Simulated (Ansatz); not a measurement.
The parent structure is HfO2 (space group P4_2/nmc, No. 137; a = 3.605 Å, c = 5.265 Å).

Levels (all Ansatz, a first-principles code, PAW, earlier PAW set): PBE (420 eV, no spin-orbit coupling); HSE06 (420 eV, spin-orbit coupling left out).

The geometry is relaxed with PBE.

| Property | Result |
|---|---|
| PBE lowest conduction level above the VBM at special points | Γ 4.67 eV; X 5.05 eV; R 5.16 eV |

Task: Predict the lowest conduction level above the VBM at special points from HSE06.

Result: The lowest conduction level above the VBM at special points goes from Γ 4.67 eV; X 5.05 eV; R 5.16 eV to Γ 6.31 eV; X 6.71 eV; R 6.85 eV.

Single points use the geometry relaxed with PBE. HSE06 gaps are upper bounds (no full band path). The levels and masses belong to the bands next to the band gap. Whether these cells are dynamically stable was not tested. This is not the structure that HfO2 has at room temperature and ambient pressure.
